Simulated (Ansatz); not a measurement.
**GaN: energy against volume**

GaN (zinc blende, F-43m, 11.055 Å³/atom and stress up to 0.01 GPa in the relaxed cell, cube axes along x, y and z) under an equal strain ε along all three axes. LDA in Ansatz, a plane-wave DFT program (PAW, default set), 420 eV, 13×13×13 Γ-centred mesh, Fermi-Dirac smearing 0.05 eV; ions are relaxed, or left where forces stay under 0.02 eV/Å, within the symmetry of each cell.

Here V stands for volume and E for E less E0.

| volume (Å³/atom) | E less E0 (meV/atom) | pressure (GPa) |
|---|---|---|
| 10.4050 | 26.87 | 14.00 |
| 10.5650 | 14.88 | 10.13 |
| 10.7267 | 6.45 | 6.52 |
| 10.8901 | 1.60 | 3.15 |
| 11.0551 | 0.00 | 0.00 |
| 11.2217 | 1.53 | -2.93 |
| 11.3901 | 6.05 | -5.65 |
| 11.5601 | 13.42 | -8.19 |
| 11.7318 | 23.47 | -10.54 |
| 12.0802 | ? | ? |

Taking the third-order Birch-Murnaghan form, a cubic in V^(-2/3) for E over the 9 complete rows: With u = V^(-2/3) - 0.202, the rows have u = 0.007816, 0.005692, 0.003600, 0.001538, -0.000492, -0.002492, -0.004463, -0.006404, -0.008318. Least squares gives E = 0.084 + 380.55·u + 386911·u² + 378885·u³. Residuals (row less fit): -0.006, 0.025, -0.036, 0.014, 0.010, -0.003, -0.009, 0.005, -0.001; standard error 0.022 (degrees of freedom: 5). Its minimum lies at u = -0.000492, so V0 = (0.201508)^(-3/2) = 11.06. There d²E/du² = 772700 and d³E/du³ = 2273000, so B0 = (4/9) × 11.06^(-7/3) × 772700 × 0.160218 = 202 GPa (the last factor turns the table's units into GPa), and B0' = 4 + (2/3) × 0.201508 × (2273000)/772700 = 4.4. B0' rests on the cubic coefficient alone and has a standard error of 0.1 from these residuals.

Question: Estimate the missing E (V = 12.0802); what did the run itself give?

Answer: u = -0.012060, so E = 0.084 + 380.55 × (-0.012060) + 386911 × (-0.012060)² + 378885 × (-0.012060)³ = 51.104 meV/atom. The calculation gives 51.11 meV/atom, 0.006 meV/atom above the prediction (0.0 % of the range of E in the table). The row lies outside the fitted rows, so this is an extrapolation. From the scatter of the fitted rows alone, a prediction at this place has a standard error of 0.087 meV/atom, so the miss is 0.1 times that.

Other structures, which can take over under pressure, weren't tried. The same form fitted to the pressure column gives B0' = 4.4; series where the two differ by over 0.4 aren't shown. GaN is here a metastable form; wurtzite is the usual one. Rows are the converged runs of the series near zero and its far end, less any whose ions stayed unrelaxed beside relaxed ones; series whose fitted rows scatter by over a few per cent of the range, as at a crossing or softening among them, aren't shown in this form.
